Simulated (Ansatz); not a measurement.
# Mg₂Ge in the anti-fluorite structure (space group Fm-3m, No. 225)

Mg2Ge has the cubic space group Fm-3m (No. 225), the anti-fluorite structure, Pearson symbol cF12. Conventional cell: a = 6.286 Å, b = 6.286 Å, c = 6.286 Å, α = 90.00°, β = 90.00°, γ = 90.00°. Mg on 8c sees 4 Ge at 2.722 Å (tetrahedral). Ge on 4a sees 8 Mg at 2.722 Å (cubic). (Neighbours: up to the widest gap in distance over summed covalent radii, below 1.35, at either atom; cation-cation and far metal-metal contacts left out.)
(The calculation used a cell of 3 atoms; values per cell refer to that cell.)

Level of theory: Ansatz (an electronic-structure program), LDA, PAW, cutoff 420 eV, without spin-orbit coupling. Γ-centred 13×13×13 mesh, Fermi–Dirac width 0.05 eV.

```yaml
volume_per_atom: 20.70 Å³
density: 3.24 g/cm³
band_gap: 0.10 eV, indirect, Γ → X
electron_mass: 0.55 mₑ along k, 0.18 mₑ across
Hole mass (degenerate bands, along [100]): 0.082, 0.34, 0.34 mₑ
Lowest conduction-band minima above the VBM: X along ⟨100⟩ 0.10 eV; L along ⟨111⟩ 1.10 eV; Γ 1.16 eV
total_energy: -2673.288 eV/atom (σ→0; compares only within this code and set-up)
```

Effective masses come from finite differences of ±0.01 Å⁻¹. Along k means along the line from Γ to the band edge. No phonon test of stability was made. The zero or small gap of Mg2Ge can change with the level of theory.
